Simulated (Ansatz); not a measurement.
The starting structures come from a database of crystals and need not be the phases stable at ambient conditions.

 Where the default PAW files enter, the runs use the earlier of Ansatz's two default sets.

```yaml
crystal:
  lattice:
    - [7.37625, 0.00000, 0.00000]
    - [-3.68812, 6.38802, 0.00000]
    - [3.68812, 2.12934, 6.02268]
  atoms:
    - { symbol: Sn, position: [0.25000, 0.87500, 0.87500] }
    - { symbol: Sn, position: [0.75000, 0.87500, 0.87500] }
    - { symbol: Sn, position: [0.25000, 0.37500, 0.87500] }
    - { symbol: Sn, position: [0.75000, 0.87500, 0.37500] }
    - { symbol: S, position: [0.75598, 0.12201, 0.12201] }
    - { symbol: S, position: [0.25598, 0.62799, 0.62799] }
    - { symbol: S, position: [0.75598, 0.63397, 0.12201] }
    - { symbol: S, position: [0.25598, 0.62799, 0.11603] }
    - { symbol: S, position: [0.24402, 0.12201, 0.63397] }
    - { symbol: S, position: [0.74402, 0.11603, 0.62799] }
    - { symbol: S, position: [0.24402, 0.12201, 0.12201] }
    - { symbol: S, position: [0.74402, 0.62799, 0.62799] }
```

Space group of this cell: Fd-3m. The cell is taken as given; by PBEsol its mean pressure is -0.6 GPa.

The current runs along the normal of the first two printed vectors, the (111) plane. All runs by Ansatz (an electronic-structure program), plane waves and PAW, without spin-orbit coupling; the base is PBEsol.

| run | mean pressure (GPa) | gap (eV) | mid-gap κ (1/Å) |
|---|---|---|---|
| base | -0.6 | 1.13 | 0.144 |
| all lengths scaled by 0.98 | 4.6 | 1.22 | 0.160 |
| all lengths scaled by 1.02 | -4.4 | [?] | [?] |
| lda in place of pbesol | -2.3 | 1.02 | 0.136 |
| lengths across the current scaled by 0.98, ions clamped | 2.7 | 1.13 | 0.161 |
| lengths across the current scaled by 1.02, ions clamped | -3.3 | 0.98 | 0.127 |
| lengths along the current scaled by 0.97, ions clamped | 1.9 | [?] | [?] |
| lengths along the current scaled by 1.03, ions clamped | -2.6 | [?] | [?] |

Task: Complete the blanks.

Result: 
- all lengths scaled by 1.02, gap (eV): 1.04
- all lengths scaled by 1.02, mid-gap κ (1/Å): 0.129
- lengths along the current scaled by 0.97, ions clamped, gap (eV): 1.03
- lengths along the current scaled by 0.97, ions clamped, mid-gap κ (1/Å): 0.139
- lengths along the current scaled by 1.03, ions clamped, gap (eV): 0.99
- lengths along the current scaled by 1.03, ions clamped, mid-gap κ (1/Å): 0.142
